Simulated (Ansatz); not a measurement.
Start from InAs in the zinc blende structure (space group F-43m, No. 216; a = 6.110 Å). Axes: x, y, z lie along the cube axes.

Method: Kohn–Sham DFT with the r2SCAN functional, run in Ansatz (a first-principles code) with PAW and 500 eV plane waves, without spin-orbit coupling.

One thing is altered: the cell is scaled by 0.9950 in all directions; the atoms relax in the strained cell.

Q: Predict the stress tensor and what it implies for the stiffness.

A: Stress of the strained cell less that of the base (GPa, compression positive):
```
   0.89    0.00    0.00
   0.00    0.89    0.00
   0.00    0.00    0.89
```

Then B = −ΔP/(ΔV/V₀) with ΔV/V₀ = -0.0149 gives secant stiffness values (nonlinear terms included at this strain): B ≈ 59 GPa.

Stability against distortions was not tested.
